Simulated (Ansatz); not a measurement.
An Ansatz (a program for electronic structure) run: Ca with a change (biaxial strain +0.32 %, plane normal [001], relaxed out of plane); PBEsol, PAW, 420 eV (Ansatz; no SOC).

Input:

Ansatz 0.2 input:
```yaml
crystal:
  lattice:
    - [3.4747591203, 0, 0]
    - [0, 3.4747591203, 0]
    - [0, 0, 3.4581334786]
  atoms:
    - { symbol: Ca, position: [0, 0, 0] }
basis: { ecutwfc: 420, ecutrho_ratio: 4, xc_grid: 2, fft_grid_basis: typed }
kpoints: { mp_grid: { grid: [19, 19, 19] } }
hamiltonian:
  xc: pbesol
  dispersion: none
  pseudopotentials: { kind: paw }
scf: { occupations: { method: fermi_dirac, width: 0.1 } }
relax: { f_tol: 0.005, max_steps: 50, cell: { stress_tol: 0.01, fix: [a, b, gamma] } }
output: { forces: true, stress: true }
checkpoint: { write: state.ck, write_every: 1000 }
```

Output (explanatory and most iteration lines left out):

```
Relaxation: its limit of steps is 50 (relax.max_steps)
Pseudopotential: Ca, paw, valence charge 10
Crystal: 1 atoms, lattice volume = 41.753 Å³
Basis set: ecut = 420 eV, 799 PW (Γ), exchange–correlation on 48×48×48 points (8 copies of the dense FFT grid, shifted against one another)
Bands: 9, of which v1, the nominal top of the filled ones, is band 5 counted from 1 (4 counted from 0)
Symmetry: 16 space group operations
Space group: P4/mmm (ITA 123), of the structure as read, at distance tolerance 3.5e-5 Å
k-points: 550 of 6859
Functional: x = pbesol(κ = 0.804, μ = 0.12345679012345678), c = pbesol(β = 0.046)
SCF iter   1: F=—  HF=-1793.355701 eV  |F-HF|=—  |Δ(HF+E_count)|=         —  Δρ=2.45e-3  dr2=3.26e-3  ethr=1.77e-3  ⟨swp⟩=5.8  Hψ=40326  notcnv=0
SCF iter   2: F=—  HF=-1793.354987 eV  |F-HF|=—  |Δ(HF+E_count)|=   7.13e-4  Δρ=1.25e-3  dr2=1.05e-3  ethr=3.26e-5  ⟨swp⟩=1.5  Hψ=10281  notcnv=0
SCF 1 converged in 6 iterations: F = -1793.354705 eV  dr2 = 2.60e-10
relax step   1: F+E_penalty+E_count = -1793.35470521 eV  Δ(F+E_penalty+E_count) = +0.000e0 eV  max|allowed force component| = 0.000e0 eV/Å  Δτ_max = 0.0000 Å  P = -0.053 GPa  Ω = 41.753 Å³  fix = [a, b, gamma]  reactions: a -0.145, b -0.145 GPa  (6 SCF iters, dr2 threshold 1.00e-7 eV, accepted)
[... steps on the carried basis left out ...]
relax step   3: F+E_penalty+E_count = -1793.35474924 eV  Δ(F+E_penalty+E_count) = -1.161e-5 eV  max|allowed force component| = 0.000e0 eV/Å  Δτ_max = 0.0000 Å  P = -0.082 GPa  Ω = 41.862 Å³  energy of the carried Pulay correction = -5.408e-7 eV  fix = [a, b, gamma]  reactions: a -0.124, b -0.124 GPa  (3 SCF iters, dr2 threshold 1.13e-8 eV, accepted)
Crystal: 1 atoms, lattice volume = 41.862 Å³
SCF iter   1: F=—  HF=-1793.354763 eV  |F-HF|=—  |Δ(HF+E_count)|=         —  Δρ=6.02e-6  dr2=5.88e-9  ethr=2.22e-8  ⟨swp⟩=3.0  Hψ=56155  notcnv=0
SCF iter   2: F=—  HF=-1793.354750 eV  |F-HF|=—  |Δ(HF+E_count)|=   1.35e-5  Δρ=2.97e-6  dr2=1.50e-9  ethr=5.88e-11  ⟨swp⟩=2.1  Hψ=7811  notcnv=0
SCF 4 converged in 5 iterations: F = -1793.354750 eV  dr2 = 8.10e-14
SCF converged after 5 iterations
Free energy (F): -1793.354750 eV
Internal energy: -1793.321713 eV  (E = F + TS)
E sigma→0 (E₀):  -1793.338231 eV
Entropy (-TS):   -0.033037 eV (-33.037 meV/atom)
Fermi energy:    4.835353 eV
--- Forces (eV/Å), atoms counted from 1 ---
  atom   1  Ca     0.00000000     0.00000000     0.00000000
--- Stress (GPa, compression-positive) ---
       -0.123775       0.000000       0.000000
        0.000000      -0.123775       0.000000
        0.000000       0.000000       0.001049
  P = ⅓ Tr σ = -0.0822 GPa (-0.822 kbar)
--- Relaxed structure (3 steps of the walk, 3 accepted, 1 SCFs on fresh bases) ---
  cell:  # Å, volume = 41.8621 Å³
    - [3.4747591203, 0.0, 0.0]
    - [0.0, 3.4747591203, 0.0]
    - [0.0, 0.0, 3.4671420965255435]
  atoms:
    - { symbol: Ca, position: [0.0, 0.0, 0.0] }
```

Stability against distortions was not tested. The cell was made from Ca in the simple cubic structure (space group Pm-3m, No. 221; a cell from a computed database, its experimental status unchecked) by this change: biaxial strain +0.32 %, plane normal [001], relaxed out of plane. This is not the structure that Ca has at room temperature and ambient pressure.
